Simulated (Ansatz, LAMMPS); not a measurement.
Si well of 8 atomic layers along [001] in random Si0.7Ge0.3, 5 % Ge through the well. Cell 16.67 × 16.67 × 44.20 Å, Si440Ge136, 576 atoms. Prepared with Tersoff's 1989 multicomponent potential (SiCGe.tersoff) (LAMMPS): minimisation. 

Basis: localised support functions (accuracy medium) on a full density matrix. k-points: zone centre alone; occupations: Fermi-Dirac, 0.010 eV; spin polarisation not allowed. Scalar-relativistic, no spin-orbit coupling.

### Question
Give the gap and bonding at the level PBE, support functions at accuracy medium on the grid of 370 eV in Ansatz (a quantum-chemistry and plane-wave program).

### Answer

Kohn-Sham gap of the cell on its k-mesh: 0.45 eV
weight of the highest filled level on the well: 0.22
weight of the lowest empty level on the well: 0.79
coordination (neighbours within 2.854 Å): 100.0 % 4-fold
Ge-Ge bonds, mean ± spread: 2.470 ± 0.008 Å
Ge-Si bonds, mean ± spread: 2.425 ± 0.007 Å
Si-Si bonds, mean ± spread: 2.381 ± 0.007 Å
bond angles, mean ± spread: 109.5° ± 1.1°
pressure: -0.72 GPa
